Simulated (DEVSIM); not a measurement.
Structure: abrupt Si n-p junction, at 250 K.

| layer (left to right) | material | thickness (μm) | Nd (cm⁻³) | Na (cm⁻³) | τn (s) | τp (s) |
|---|---|---|---|---|---|---|
| 1 | Si | 1.00 | 2.1e18 | - | 0.00043 | 0.00043 |
| 2 | Si | 40.0 | - | 9.5e14 | 0.00043 | 0.00043 |

Left contact: ohmic. Right contact: ohmic. Voltage is applied to the left contact. Recombination: SRH at mid-gap, radiative, Auger. Mobility is μmin + (μ − μmin)/(1 + (N/Nref)^α).

Constants are typed, rounded textbook-type inputs, not results; the design itself was drawn at random and stands for no fabricated device. Values at 300 K; Nc and Nv go as T^1.5, mobilities as T to minus their exponent, the gap by Varshni's rule with the affinity fixed.

```csv
parameter,Si
gap (eV),1.124
affinity (eV),4.05
permittivity,11.7
Nc (cm⁻³),2.86e19
Nv (cm⁻³),3.1e19
μn (cm²/Vs),1417
μp (cm²/Vs),470
"μn,min",52
"μp,min",45
"Nref,n",9.7e16
"Nref,p",2.2e17
αn,0.68
αp,0.72
T exponent of μn,2.3
T exponent of μp,2.2
B (cm³/s),4.7e-15
Cn (cm⁶/s),2.8e-31
Cp (cm⁶/s),9.9e-32
Varshni α (eV/K),0.000473
Varshni β (K),636
```

DEVSIM, 1D drift-diffusion, Boltzmann statistics, complete ionisation; no tunnelling, impact ionisation, image-force lowering or self-heating.

The doping Nd of layer 1 was swept, all else fixed.

```json
[
 {"doping Nd of layer 1 (cm^-3)": "6.3e16", "dark forward voltage at 100 A/cm² (V)": "0.966", "largest field in the device at zero bias (V/cm)": "18000", "potential step across the device at zero bias (V)": "0.792"},
 {"doping Nd of layer 1 (cm^-3)": "2.1e17", "dark forward voltage at 100 A/cm² (V)": "0.906", "largest field in the device at zero bias (V/cm)": "26000", "potential step across the device at zero bias (V)": "0.818"},
 {"doping Nd of layer 1 (cm^-3)": "6.3e17", "dark forward voltage at 100 A/cm² (V)": "0.873", "largest field in the device at zero bias (V/cm)": "41000", "potential step across the device at zero bias (V)": "0.842"},
 {"doping Nd of layer 1 (cm^-3)": "2.1e18", "dark forward voltage at 100 A/cm² (V)": "0.856", "largest field in the device at zero bias (V/cm)": "73000", "potential step across the device at zero bias (V)": "0.868"},
 {"doping Nd of layer 1 (cm^-3)": "6.3e18", "dark forward voltage at 100 A/cm² (V)": "0.852", "largest field in the device at zero bias (V/cm)": "130000", "potential step across the device at zero bias (V)": "0.891"}
]
```

From the first row to the last the dark forward voltage at 100 A/cm² goes from 0.966 to 0.852. From the first row to the last the largest field in the device at zero bias goes from 18000 to 130000.
